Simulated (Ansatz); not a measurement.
bcc V (1 1 1) on zinc-blende InAs (1 1 1) (film strained to the substrate, started from cuts of the bulks and a machine-learned relaxation; slabs As4In4 and V12, which can lie off the formulas)

A periodic stack without vacuum, bcc V (1 1 1) on zinc-blende InAs (1 1 1) (film strained to the substrate, started from cuts of the bulks and a machine-learned relaxation; slabs As4In4 and V12, which can lie off the formulas): substrate slab As4In4, film V12, surface cells [[-1, 1], [-1, 0]] and [[1, -1], [1, 0]], film strained by +3.2 and +3.2 %, outermost planes In/As and V/V as cut, which need not be the usual terminations and can put a slab off its formula.

The start was prepared with a machine-learned potential, and the result is one local minimum, with the in-plane cell held and forces under 0.04 eV/Å; the film can end far from its bulk form.

Level of theory: PBE (plane waves to 420 eV, PAW; Ansatz, a first-principles code). Scalar-relativistic, without spin–orbit coupling; the runs are not spin-polarised; PBE gaps are too small against experiment. Its k-point mesh 8×8×1, Fermi–Dirac width 0.05 eV.

The interface area is 16.6 Å². The period is 23.91 Å and the heights between the nearest atoms of the two slabs at the two interfaces comes out as 0.81 and 1.38 Å. The As–V contacts across the interfaces within 1.22 times the sum of covalent radii is 8, mean 2.71 Å and the In–V contacts across the interfaces within 1.22 times the sum of covalent radii is 8, mean 3.00 Å.

```yaml
crystal:
  lattice:
    - [4.37392, -0.00014, -0.03165]
    - [2.18623, 3.78345, -0.22759]
    - [-2.37899, -2.70527, 24.11819]
  atoms:
    - { symbol: As, position: [0.50957, 0.97115, 0.06031] }
    - { symbol: As, position: [0.84454, 0.46607, 0.20937] }
    - { symbol: As, position: [0.18852, 0.96439, 0.36068] }
    - { symbol: As, position: [0.48639, 0.43277, 0.55196] }
    - { symbol: In, position: [0.17395, 0.58568, 0.01234] }
    - { symbol: In, position: [0.50962, 0.09378, 0.17298] }
    - { symbol: In, position: [0.85366, 0.58954, 0.32154] }
    - { symbol: In, position: [0.16246, 0.03854, 0.47298] }
    - { symbol: V, position: [0.82163, 0.82697, 0.61217] }
    - { symbol: V, position: [0.15333, 0.13229, 0.58563] }
    - { symbol: V, position: [0.15783, 0.23883, 0.68693] }
    - { symbol: V, position: [0.48933, 0.53867, 0.65500] }
    - { symbol: V, position: [0.49368, 0.64352, 0.75502] }
    - { symbol: V, position: [0.82562, 0.94064, 0.72021] }
    - { symbol: V, position: [0.83035, 0.04961, 0.82354] }
    - { symbol: V, position: [0.16198, 0.34666, 0.78927] }
    - { symbol: V, position: [0.16706, 0.45907, 0.89443] }
    - { symbol: V, position: [0.49866, 0.75246, 0.85743] }
    - { symbol: V, position: [0.50360, 0.85817, 0.95477] }
    - { symbol: V, position: [0.83502, 0.15852, 0.92435] }
```
